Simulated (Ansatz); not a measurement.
Consider BaHfO3 in the cubic perovskite structure (space group Pm-3m, No. 221; a = 4.158 Å). Axes: x, y, z lie along the cube axes.

The values are results of Ansatz (a program for electronic structure) PBEsol, spin-orbit coupling left out, not measurements.

Strains are applied to the cell and any free atomic positions relax.

One change was made to it. Results:

```csv
quantity,base,after
band gap,3.58 eV,3.47 eV
"pressure (mean of the normal stresses, compression positive)",0.00 GPa,-3.66 GPa
smallest direct gap,3.67 eV,3.60 eV
energy relative to the base (free energy F),0 meV/atom,+8.1 meV/atom
```

Problem. What was done to the base?
(A) uniaxial strain ε_zz = +0.60 %
(B) uniaxial strain ε_zz = +2.40 %
(C) uniaxial strain ε_zz = +1.80 %

Solution. B, uniaxial strain ε_zz = +2.40 %. For comparison, the energy relative to the base in the other runs: uniaxial strain ε_zz = +1.80 % gives +4.6 meV/atom; uniaxial strain ε_zz = +0.60 % gives +0.5 meV/atom.

With Hf present, leaving out spin-orbit coupling can change the band edges. Whether these cells are dynamically stable was not tested.
